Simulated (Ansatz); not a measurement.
Short convergence ladders for Ag (Fm-3m, 1 atom in the cell)

```xyz
1
Lattice="0.0000 2.0552 2.0552 2.0552 0.0000 2.0552 2.0552 2.0552 0.0000" Properties=species:S:1:pos:R:3 pbc="T T T"
Ag     0.0000     0.0000     0.0000
```

Base method: PBE (plane waves, PAW; Ansatz, a first-principles code).

Base settings: basis.ecutwfc = 420 eV; kpoints.mp_grid.grid = 14 14 14; hamiltonian.xc = pbe; hamiltonian.pseudopotentials = {kind: paw} (the program's default PAW files); scf.occupations.method = fermi_dirac; scf.occupations.width = 0.1 eV.

The count of work is k-points × plane waves × bands × iterations; it is no time. 

**The width of Fermi-Dirac smearing**

In this ladder: kpoints.mp_grid.grid = 23 23 23.

Narrow widths need finer meshes than wide ones, so the last steps can hold mesh noise.

Only quantities that move along the ladder and can be compared are tabulated; pressure and forces are left out, as mesh noise rules them at narrow widths.

```csv
scf.occupations.width,free energy less the last step's (meV/atom),energy extrapolated to zero width less the last step's (meV/atom)
1 eV,-549.49,129.72
0.5 eV,-111.04,2.87
0.3 eV,-40.14,-2.54
0.2 eV,-18.20,-1.83
0.1 eV,-4.15,-0.52
0.05 eV,0.00,0.00
```

Widest scf.occupations.width that holds the free energy within 5 meV/atom: not settled: the last two steps still differ by 4.1 meV/atom, over half the tolerance, so the ladder does not show it.

Widest scf.occupations.width that holds the energy extrapolated to zero width within 2 meV/atom of the last step, with all finer ones: 0.2 eV; the step before is off by 2.5 meV/atom.

The extrapolation to zero width removes most of the smearing's effect on the energy.

**The width of Methfessel-Paxton smearing**

In this ladder: kpoints.mp_grid.grid = 23 23 23; scf.occupations.method = methfessel_paxton.

Narrow widths need finer meshes than wide ones, so the last steps can hold mesh noise.

Only quantities that move along the ladder and can be compared are tabulated; pressure and forces are left out, as mesh noise rules them at narrow widths.

```tsv
scf.occupations.width	free energy less the last step's (meV/atom)
1 eV	-3.27
0.5 eV	-2.07
0.3 eV	-0.87
0.2 eV	-0.26
0.1 eV	0.02
0.05 eV	0.00
```

Widest scf.occupations.width that holds the free energy within 1 meV/atom of the last step, with all finer ones: 0.3 eV; the step before is off by 2.1 meV/atom.

**The mesh under tetrahedron occupations**

In this ladder: scf.occupations.method = tetrahedron; scf.occupations.width = default.

Only quantities that move along the ladder and can be compared are tabulated.

```tsv
kpoints.mp_grid.grid	free energy less the last step's (meV/atom)	pressure (GPa)	count of work / last
6 6 6	6.13	2.46	0.014
7 7 7	-10.29	2.50	0.022
9 9 9	-5.23	2.57	0.031
11 11 11	-1.72	2.60	0.050
13 13 13	-0.72	2.62	0.094
17 17 17	0.35	2.64	0.18
21 21 21	0.30	2.64	0.26
26 26 26	-0.16	2.65	0.46
32 32 32	0.00	2.65	1.0
```

Coarsest kpoints.mp_grid.grid that holds the free energy within 1 meV/atom of the last step, with all finer ones: 13 13 13, at 0.094 of the last step's count of work; the step before is off by 1.7 meV/atom.

Coarsest kpoints.mp_grid.grid that holds the pressure within 0.1 GPa of the last step, with all finer ones: 9 9 9, at 0.031 of the last step's count of work; the step before is off by 0.16 GPa.

On the base run: the starting cell has typed, rounded lattice constants, without a prior relaxation at this level. Its lattice was rescaled by up to half a per cent. Ansatz's pressure includes its estimate of the finite-basis (Pulay) stress.

Left out of this page: 4 runs of the series outside the window shown, repeating another row's setting, or not comparable.

Keys are those of Ansatz 0.2.
